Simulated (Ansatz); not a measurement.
The reference is TiAl (space group P4/mmm, No. 123; relaxed with 0.1 eV smearing).

```
TiAl
1.0
    2.82388     0.00000     0.00000
    0.00000     2.82388     0.00000
    0.00000     0.00000     4.07463
Al Ti
1 1
Direct
  0.50000   0.50000   0.50000
  0.00000   0.00000   0.00000
```

Cartesian axes are those of the cell as printed.

Calculations: PBE in Ansatz (plane waves to 420 eV, PAW, no spin-orbit coupling), earlier PAW set.

Before the change:

| Property | Result |
|---|---|
| Shortest interatomic distance | 282.4 pm |

Modification: uniaxial strain ε_zz = −0.91 %, all other strain components held at zero, atoms relaxed at fixed cell.

Problem. What happens to the stress, energy relative to the base and shortest interatomic distance?

Solution. The stress (xx, yy, zz, yz, xz, xy; compression positive) is (0.8, 0.8, 1.6, 0.0, 0.0, 0.0) GPa; the energy rises by 0.7 meV/atom; the shortest interatomic distance stays 282.4 pm.

No phonon test of stability was made. All final runs are without spin polarisation.

Ansatz is a first-principles code.
